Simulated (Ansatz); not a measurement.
Band structure of SnO (Pmn2_1, 4 atoms in the cell).

```xyz
4
Lattice="3.4258 0.0000 0.0000 0.0000 5.7938 0.0000 0.0000 0.0000 4.3111" Properties=species:S:1:pos:R:3 pbc="T T T"
Sn     0.0000     1.3436     2.2122
Sn     1.7129     4.4502     0.0566
O      0.0000     5.1637     3.1766
O      1.7129     0.6301     1.0211
```

Computed with PBEsol, PAW files made with PBE (plane waves; Ansatz, an electronic-structure program).

Settings: basis.ecutwfc = 420 eV; kpoints.mp_grid.grid = 8 5 6; hamiltonian.xc = pbesol; hamiltonian.pseudopotentials = {kind: paw} (an earlier, softer set of the program's PAW files); scf.occupations.method = fermi_dirac; scf.occupations.width = 0.05 eV; kpoints.band_path.npoints = 8.

The starting cell comes from a database of computed structures (which also holds hypothetical and non-ambient phases and stackings), without a prior relaxation at this level. Its lattice was rescaled by a random factor within 2.5 % of one.

Problem. Predict the gap along the standard path and the places of the band edges.

Solution. The gap along the path is 1.42 eV, from Γ to a point between Z and U; the smallest direct gap on it is 2.09 eV.

Levels in eV from the top of the valence band on the path, bands 17 to 23:
```json
[
 {"point": "Γ", "17": "-3.05", "18": "-2.30", "19": "-1.72", "20": "0.00", "21": "2.61", "22": "3.02", "23": "5.66"},
 {"point": "X", "17": "-2.20", "18": "-2.20", "19": "-1.19", "20": "-1.19", "21": "2.54", "22": "2.54", "23": "5.29"},
 {"point": "S", "17": "-2.87", "18": "-2.87", "19": "-1.00", "20": "-1.00", "21": "2.11", "22": "2.11", "23": "4.51"},
 {"point": "Y", "17": "-2.83", "18": "-2.83", "19": "-1.45", "20": "-1.45", "21": "2.57", "22": "2.57", "23": "5.02"},
 {"point": "Z", "17": "-3.38", "18": "-2.32", "19": "-1.32", "20": "-1.16", "21": "3.30", "22": "3.78", "23": "4.69"},
 {"point": "U", "17": "-2.28", "18": "-2.28", "19": "-0.84", "20": "-0.84", "21": "1.80", "22": "1.80", "23": "6.02"},
 {"point": "R", "17": "-3.11", "18": "-3.11", "19": "-0.41", "20": "-0.41", "21": "2.44", "22": "2.44", "23": "4.00"},
 {"point": "T", "17": "-2.57", "18": "-2.57", "19": "-1.38", "20": "-1.38", "21": "1.87", "22": "1.87", "23": "5.76"}
]
```

Keys are those of Ansatz 0.2.
